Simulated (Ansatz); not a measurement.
The parent structure is Ca4As2O (space group I4/mmm, No. 139; a = 4.4991 Å, c = 15.2662 Å; a cell from a computed database, its experimental status unchecked). Axes: x, y, z lie along a, b, c of the conventional cell.

Modification: tensile biaxial strain of 1.69 % in the plane normal to [001], as in epitaxy on a mismatched substrate; the out-of-plane cell vector and the atoms relax.

Levels (all Ansatz, a first-principles code, PAW): PBEsol (420 eV, no SOC); PBEsol+SOC (420 eV, spin-orbit coupling included).

The geometry is relaxed with PBEsol.

| Item | Result |
|---|---|
| PBEsol band gap | 1.02 eV |
| PBEsol gap character | indirect, Γ → M |
| PBEsol hole mass | 0.16 mₑ out of plane, 1.2 mₑ in plane (at Γ) |

Question: How does going to PBEsol+SOC change the band gap, gap character and hole mass?

Answer: The band gap decreases by 0.05 eV, from 1.02 eV to 0.97 eV; the gap character stays indirect, Γ → M; the hole mass goes from 0.16 mₑ out of plane, 1.2 mₑ in plane (at Γ) to 0.18 mₑ out of plane, 0.67 mₑ in plane (at Γ).

Single points use the geometry relaxed with PBEsol. Differences between runs with and without spin-orbit coupling are approximate. Masses are band curvatures over ±0.01 Å⁻¹ around the edge. Stability against distortions was not tested.
